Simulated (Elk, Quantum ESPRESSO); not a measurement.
An Elk input for a self-consistent single point of AlN (F-43m, 2 atoms in the cell) (DFT, PBE, all-electron FP-LAPW, Elk's shipped species files, APW+lo basis with extra local orbitals):

```
tasks
  0

xctype
  20

tforce
  .true.

rgkmax
  7.5

gmaxvr
  18.0

lmaxapw
  10

lmaxo
  8

nxlo
  2

lorbcnd
  .true.

lradstp
  2

nrmtscf
  2.0

rmtscf
  0.83

lmaxi
  4

stype
  0

swidth
  0.0001

maxscl
  100

scale
  1.889726125

avec
    0.0000000000    2.1839950000    2.1839950000
    2.1839950000    0.0000000000    2.1839950000
    2.1839950000    2.1839950000    0.0000000000

atoms
  2
  'Al.in'
  1
  0.0000000000  0.0000000000  0.0000000000    0.0 0.0 0.0
  'N.in'
  1
  0.7500000000  0.7500000000  0.7500000000    0.0 0.0 0.0

ngridk
  9 9 9
```

Problem. Give the Quantum ESPRESSO input for the same structure, mesh, smearing and functional.

Solution. One input that does it (others would too):

```fortran
&CONTROL
 calculation = 'scf'
 prefix = 'AlN'
 outdir = './work'
 pseudo_dir = './'
 tprnfor = .true.
 tstress = .true.
/
&SYSTEM
 ibrav = 0
 nat = 2
 ntyp = 2
 ecutwfc = 40
 ecutrho = 200
 occupations = 'fixed'
 nbnd = 8
/
&ELECTRONS
 conv_thr = 1.0e-11
 mixing_beta = 0.3
/
ATOMIC_SPECIES
Al    26.9815  al_pbe_v1.uspp.F.UPF
N     14.0070  n_pbe_v1.2.uspp.F.UPF
ATOMIC_POSITIONS {crystal}
Al    0.0000000000    0.0000000000    0.0000000000
N     0.7500000000    0.7500000000    0.7500000000
K_POINTS {automatic}
9 9 9  0 0 0
CELL_PARAMETERS {angstrom}
   0.0000000000     2.1839950000     2.1839950000
   2.1839950000     0.0000000000     2.1839950000
   2.1839950000     2.1839950000     0.0000000000
```

Basis, cutoffs, solver keys and any potentials are the target program's own. This input uses DFT, PBE, plane waves, GBRV 1.5 ultrasoft (PBE) pseudopotentials. Both were run: gap on the mesh 3.507 eV in Elk and 3.495 in Quantum ESPRESSO.

On Quantum ESPRESSO: the starting cell comes from a database of computed structures (which also holds hypothetical and non-ambient phases and stackings), without a prior relaxation at this level. With a pressure of about 5 GPa the cell is away from its equilibrium volume at this level.

On Elk: the starting cell comes from a database of computed structures (which also holds hypothetical and non-ambient phases and stackings), without a prior relaxation at this level. Values depend on the basis (sphere radii, cutoffs, local orbitals), which need not be converged.
